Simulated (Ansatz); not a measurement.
Results of PBE (Ansatz, a program for electronic structure, PAW) for BeAl (model structure, started from the CuAu type, P4/mmm, No. 123, 2 atoms in the cell).

Settings: plane-wave cutoff 520 eV, 20×20×16 k mesh (along the axes of the cell as run), Fermi–Dirac smearing 0.05 eV, scalar-relativistic PAW data made under PBE.

Cell (relaxed at this level):

AlBe is taken in the tetragonal space group P4/mmm (No. 123), Pearson symbol tP2. Conventional cell: a = b = 2.656 Å, c = 3.580 Å, α = β = γ = 90.00°. Be on 1d is coordinated by 8 Al at 2.594 Å. Al on 1a has 8 Be at 2.594 Å and 4 Al at 2.656 Å (cuboctahedral). (Neighbours: up to the widest gap in distance over summed covalent radii, below 1.35, at either atom.)

Task: Predict the bulk modulus.

Result: 
- bulk modulus = 92.6 GPa

The run finds no gap.

Note: the bulk modulus is −V dP/dV from two relaxed cells at ±2 % in volume; the relaxation could raise the start's symmetry but not lower it, so the cell can be a saddle point.

Cost on a shared machine: very roughly 50 core-seconds.

A model structure was made by putting elements into a prototype or built by hand; it is no filed structure, need not be a known phase, and can be a saddle point held by its symmetry.
